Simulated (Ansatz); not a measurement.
The starting structures come from a database of crystals and need not be the phases stable at ambient conditions.

 Where the default PAW files enter, the runs use the earlier of Ansatz's two default sets.

Data:

```
BiInO3
1.0
    5.67835     0.00000     0.00000
    0.00000     6.09561     0.00000
    0.00000     0.00000     8.20361
In Bi O
4 4 12
Cartesian
  2.83918   0.00000   4.10180
  0.00000   3.04780   4.10180
  0.00000   3.04780   0.00000
  2.83918   0.00000   0.00000
  5.60964   0.27546   2.05090
  0.06871   5.82015   6.15271
  2.77047   2.77234   6.15271
  2.90788   3.32327   2.05090
  3.59542   0.30204   6.15271
  2.08293   5.79357   2.05090
  0.75624   2.74577   2.05090
  4.92211   3.34984   6.15271
  4.70099   4.97414   0.47925
  0.97736   1.12147   7.72436
  1.86182   4.16928   7.72436
  3.81653   1.92633   0.47925
  3.81653   1.92633   3.62255
  1.86182   4.16928   4.58106
  0.97736   1.12147   4.58106
  4.70099   4.97414   3.62255
```

Space group of this cell: Pnma. The cell is taken as given; by r2SCAN its mean pressure is -5.3 GPa.

Transport runs along the normal of the first two printed cell vectors.

The gap is the functional's own, uncorrected, and κ follows it; spin-orbit coupling is left out. Mid-gap values are interpolated between the computed energies.

Q: Give the band gap and the smallest decay constant κ at mid-gap that r2SCAN run with Ansatz (a quantum-chemistry and plane-wave program) yields.

A: Gap 2.90 eV on a 6×6×4 mesh; κ = 0.347 1/Å, at (0.333, 0.000) of the in-plane reciprocal vectors. At the zone centre, at the nearest computed energy, the slowest state has κ = 0.42 1/Å.
